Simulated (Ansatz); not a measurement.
**Response to strain in HgTe**

Base system: HgTe in the zinc blende structure (space group F-43m, No. 216; a = 6.651 Å).

Strains are applied to the cell and any free atomic positions relax.

Level of theory: Ansatz (a program for electronic structure) PBE, without spin-orbit coupling.

Notes on the quantities. energy relative to the base: free energy F.

| isotropic strain (%) | energy relative to the base (meV/atom) |
|---|---|
| -5.31 | 125.3 |
| 0 | 0.0 |
| 0.37 | ? |
| 0.63 | 1.4 |
| 5.69 | 90.6 |

Question: Fit ΔE = Aε² + Bε³ (ε in %) to the rows shown and predict the withheld row.

Answer: Least squares on the printed values gives A = 3.65 and B = -0.15 meV/atom (largest residual 0.0 meV/atom); this predicts 0.5 meV/atom, and the run gives 0.5 meV/atom, in agreement.

No phonon test of stability was made. The final runs are not spin-polarised.
